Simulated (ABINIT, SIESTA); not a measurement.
A SIESTA input for a self-consistent single point of AlCr2C (P6_3/mmc, 8 atoms in the cell) (DFT, GGA PBE, numerical atomic orbitals DZP, PseudoDojo PBE standard norm-conserving potentials (rewritten from UPF to PSML)):

```
# files in the folder: Al.psml Cr.psml C.psml (PseudoDojo PBE standard)
SystemName  AlCr2C
SystemLabel siesta

NumberOfAtoms                8
NumberOfSpecies              3
%block ChemicalSpeciesLabel
  1 13 Al
  2 24 Cr
  3 6 C
%endblock ChemicalSpeciesLabel
LatticeConstant              1.0 Ang
%block LatticeVectors
     2.782724000    0.000000000    0.000000000
    -1.391362000    2.409909000    0.000000000
     0.000000000    0.000000000   12.412349000
%endblock LatticeVectors
AtomicCoordinatesFormat      Bohr
%block AtomicCoordinatesAndAtomicSpecies
     2.629295750    1.518021147    5.863985043  1
    -0.000002629    3.036046848   17.591955130  1
    -0.000002629    3.036046848    9.732807815  2
     2.629295750    1.518021147   13.723132358  2
     2.629295750    1.518021147   21.460777902  2
    -0.000002629    3.036046848    1.995162271  2
     0.000000000    0.000000000   11.727970087  3
     0.000000000    0.000000000    0.000000000  3
%endblock AtomicCoordinatesAndAtomicSpecies

XC.functional                GGA
XC.authors                   PBE
PAO.BasisSize                DZP
PAO.EnergyShift              0.005 Ry
MeshCutoff                   400 Ry
%block kgrid.MonkhorstPack
    9   0   0  0.0
    0   9   0  0.0
    0   0   2  0.0
%endblock kgrid.MonkhorstPack
OccupationFunction           FD
ElectronicTemperature        136.0 meV

MaxSCFIterations             150
SCF.Mixer.Method             Broyden
SCF.Mixer.Weight             0.2
SCF.Mixer.History            8
SCF.DM.Tolerance             1.0E-05
Diag.ParallelOverK           true
WriteForces                  true
Charge.Mulliken              end
```

Question: Give the ABINIT input for the same structure, mesh, smearing and functional.

Answer: One input that does it (others would too):

```
# AlCr2C, PseudoDojo nc-sr-05 PBE standard
pp_dirpath "./"
pseudos "Al.upf, Cr.upf, C.upf"
acell 3*1.0
rprim
         5.2585855032    0.0000001711    0.0000000000
        -2.6292928998    4.5540685482    0.0000000000
         0.0000000000    0.0000000000   23.4559401733
natom 8
ntypat 3
znucl 13 24 6
typat 1 1 2 2 2 2 3 3
xcart
         1.3913617788    0.8033031579    3.1030872500
        -0.0000000523    1.6066062252    9.3092617500
        -0.0000000523    1.6066062252    5.1503800941
         1.3913617788    0.8033031579    7.2619689059
         1.3913617788    0.8033031579   11.3565545941
        -0.0000000523    1.6066062252    1.0557944059
         0.0000000000    0.0000000000    6.2061745000
         0.0000000000    0.0000000000    0.0000000000
      Angstrom
ecut 1279 eV
ixc 11
occopt 3
tsmear 0.136 eV
nband 45
kptopt 1
ngkpt 9 9 2
nshiftk 1
shiftk 0 0 0
nstep 60
toldfe 1.0e-09
prtwf 0
prtden 0
prtvol 1
```

Basis, cutoffs, solver keys and any potentials are the target program's own. This input uses DFT, PBE, plane waves, norm-conserving pseudopotentials (PseudoDojo nc-sr-05 PBE standard).

The starting cell comes from a database of computed structures (which also holds hypothetical and non-ambient phases and stackings), without a prior relaxation at this level. Its lattice was rescaled by a random factor within 2.5 % of one.
